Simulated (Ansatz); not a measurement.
An Ansatz (a program for electronic structure) run: RhSb3 with a change (pressure 1.5 GPa); PBEsol/PAW in Ansatz, no SOC.

Input:

Ansatz 0.2 input:
```yaml
crystal:
  lattice:
    - [-4.6134560766, 4.6134560766, 4.6134560766]
    - [4.6134560766, -4.6134560766, 4.6134560766]
    - [4.6134560766, 4.6134560766, -4.6134560766]
  atoms:
    - { symbol: Sb, position: [0.1549829843, 0.3396263655, 0.4946093497] }
    - { symbol: Sb, position: [0.8450170157, 0.6603736345, 0.5053906503] }
    - { symbol: Sb, position: [0.8450170157, 0.3396263655, 0.1846433812] }
    - { symbol: Sb, position: [0.1549829843, 0.6603736345, 0.8153566188] }
    - { symbol: Sb, position: [0.4946093497, 0.1549829843, 0.3396263655] }
    - { symbol: Sb, position: [0.5053906503, 0.8450170157, 0.6603736345] }
    - { symbol: Sb, position: [0.1846433812, 0.8450170157, 0.3396263655] }
    - { symbol: Sb, position: [0.8153566188, 0.1549829843, 0.6603736345] }
    - { symbol: Sb, position: [0.3396263655, 0.4946093497, 0.1549829843] }
    - { symbol: Sb, position: [0.6603736345, 0.5053906503, 0.8450170157] }
    - { symbol: Sb, position: [0.3396263655, 0.1846433812, 0.8450170157] }
    - { symbol: Sb, position: [0.6603736345, 0.8153566188, 0.1549829843] }
    - { symbol: Rh, position: [0.5, 0.5, 0.5] }
    - { symbol: Rh, position: [0, 0, 0.5] }
    - { symbol: Rh, position: [0.5, 0, 0] }
    - { symbol: Rh, position: [0, 0.5, 0] }
basis: { ecutwfc: 420, ecutrho_ratio: 4, xc_grid: 2, fft_grid_basis: typed }
kpoints: { mp_grid: { grid: [6, 6, 6] } }
hamiltonian:
  xc: pbesol
  dispersion: none
  pseudopotentials: { kind: paw }
scf: { occupations: { method: fermi_dirac, width: 0.05 } }
relax: { f_tol: 0.01, max_steps: 60, cell: { stress_tol: 0.02, p_target: 1.5 } }
output: { forces: true, stress: true }
checkpoint: { write: state.ck, write_every: 1000 }
```

Output (explanatory and most iteration lines left out):

```
Relaxation: its limit of steps is 60 (relax.max_steps)
Pseudopotential: Sb, paw, valence charge 15
Pseudopotential: Rh, paw, valence charge 17
Crystal: 16 atoms, lattice volume = 392.771 Å³
Basis set: ecut = 420 eV, 7707 PW (Γ), exchange–correlation on 108×108×108 points (8 copies of the dense FFT grid, shifted against one another)
Bands: 149, of which v1, the nominal top of the filled ones, is band 124 counted from 1 (123 counted from 0)
Symmetry: 24 space group operations
Space group: Im-3 (ITA 204), of the structure as read, at distance tolerance 7.3e-5 Å
k-points: 18 of 216
Functional: x = pbesol(κ = 0.804, μ = 0.12345679012345678), c = pbesol(β = 0.046)
SCF iter   1: F=—  HF=-102258.550208 eV  |F-HF|=—  |Δ(HF+E_count)|=         —  Δρ=8.46e-3  dr2=4.20e-1  ethr=1.77e-3  ⟨swp⟩=6.0  Hψ=9976  notcnv=0  defer=77
SCF iter   2: F=—  HF=-102258.509179 eV  |F-HF|=—  |Δ(HF+E_count)|=   4.10e-2  Δρ=5.23e-3  dr2=1.46e-1  ethr=1.69e-4  ⟨swp⟩=2.0  Hψ=3897  notcnv=0  defer=247
SCF 1 converged in 9 iterations: F = -102258.490857 eV  dr2 = 1.28e-8
relax step   1: F+E_penalty+E_count = -102258.49085732 eV  Δ(F+E_penalty+E_count) = +0.000e0 eV  max|allowed force component| = 2.906e-3 eV/Å  Δτ_max = 0.0000 Å  P = +0.684 GPa  Ω = 392.771 Å³  (9 SCF iters, dr2 threshold 1.00e-7 eV, accepted)
[... steps on the carried basis left out ...]
relax step   5: F+E_penalty+E_count = -102258.47018471 eV  Δ(F+E_penalty+E_count) = +1.142e-3 eV  max|allowed force component| = 8.506e-4 eV/Å  Δτ_max = 0.0000 Å  P = +1.502 GPa  Ω = 389.742 Å³  stress off target by 2.08e-3 GPa  SCF on the basis re-selected at this cell (its energy is not comparable with the rows above)  (7 SCF iters)
SCF converged after 7 iterations
Free energy (F): -102258.470185 eV
Internal energy: -102258.467852 eV  (E = F + TS)
E sigma→0 (E₀):  -102258.469018 eV
Entropy (-TS):   -0.002333 eV (-0.146 meV/atom)
Fermi energy:    12.555044 eV
--- Forces (eV/Å), atoms counted from 1 ---
  atom   1  Sb    -0.00051321     0.00085059    -0.00000000
  atom   2  Sb     0.00051321    -0.00085059     0.00000000
  atom   3  Sb    -0.00051321    -0.00085059     0.00000000
  atom   4  Sb     0.00051321     0.00085059     0.00000000
  atom   5  Sb    -0.00000000    -0.00051321     0.00085059
  atom   6  Sb     0.00000000     0.00051321    -0.00085059
  atom   7  Sb    -0.00000000    -0.00051321    -0.00085059
  atom   8  Sb     0.00000000     0.00051321     0.00085059
  atom   9  Sb     0.00085059    -0.00000000    -0.00051321
  atom  10  Sb    -0.00085059    -0.00000000     0.00051321
  atom  11  Sb    -0.00085059    -0.00000000    -0.00051321
  atom  12  Sb     0.00085059    -0.00000000     0.00051321
  atom  13  Rh     0.00000000    -0.00000000     0.00000000
  atom  14  Rh     0.00000000    -0.00000000     0.00000000
  atom  15  Rh     0.00000000    -0.00000000     0.00000000
  atom  16  Rh     0.00000000     0.00000000     0.00000000
--- Stress (GPa, compression-positive) ---
        1.502077      -0.000000      -0.000000
       -0.000000       1.502077      -0.000000
        0.000000       0.000000       1.502077
  P = ⅓ Tr σ = 1.5021 GPa (15.021 kbar)
--- Relaxed structure (4 steps of the walk, 3 accepted, 1 SCFs on fresh bases) ---
  cell:  # Å, volume = 389.7424 Å³
    - [-4.601568320265631, 4.601568320265631, 4.601568320265631]
    - [4.601568320265631, -4.601568320265631, 4.601568320265631]
    - [4.601568320265631, 4.601568320265631, -4.601568320265631]
  atoms:
    - { symbol: Sb, position: [0.1549373748772298, 0.3396308671908167, 0.4945682420680465] }
    - { symbol: Sb, position: [0.8450626251227702, 0.6603691328091834, 0.5054317579319536] }
    - { symbol: Sb, position: [0.8450626251227702, 0.3396308671908166, 0.1846934923135868] }
    - { symbol: Sb, position: [0.15493737487722986, 0.6603691328091835, 0.8153065076864133] }
    - { symbol: Sb, position: [0.4945682420680465, 0.15493737487722986, 0.33963086719081664] }
    - { symbol: Sb, position: [0.5054317579319536, 0.8450626251227702, 0.6603691328091834] }
    - { symbol: Sb, position: [0.1846934923135868, 0.8450626251227702, 0.3396308671908166] }
    - { symbol: Sb, position: [0.8153065076864133, 0.15493737487722983, 0.6603691328091835] }
    - { symbol: Sb, position: [0.33963086719081664, 0.49456824206804645, 0.1549373748772298] }
    - { symbol: Sb, position: [0.6603691328091834, 0.5054317579319536, 0.8450626251227702] }
    - { symbol: Sb, position: [0.33963086719081664, 0.18469349231358684, 0.8450626251227702] }
    - { symbol: Sb, position: [0.6603691328091834, 0.8153065076864132, 0.15493737487722983] }
    - { symbol: Rh, position: [0.5, 0.5, 0.5] }
    - { symbol: Rh, position: [0.0, 0.0, 0.5] }
    - { symbol: Rh, position: [0.5, 0.0, 0.0] }
    - { symbol: Rh, position: [0.0, 0.5, 0.0] }
```

Spin-orbit coupling, missing from the scalar runs, can matter with Sb. Load acts through the strain it causes; cell and atoms are relaxed under it. Whether these cells are dynamically stable was not tested. All final runs are without spin polarisation. The cell was made from RhSb3 (space group Im-3, No. 204) by this change: pressure 1.5 GPa.
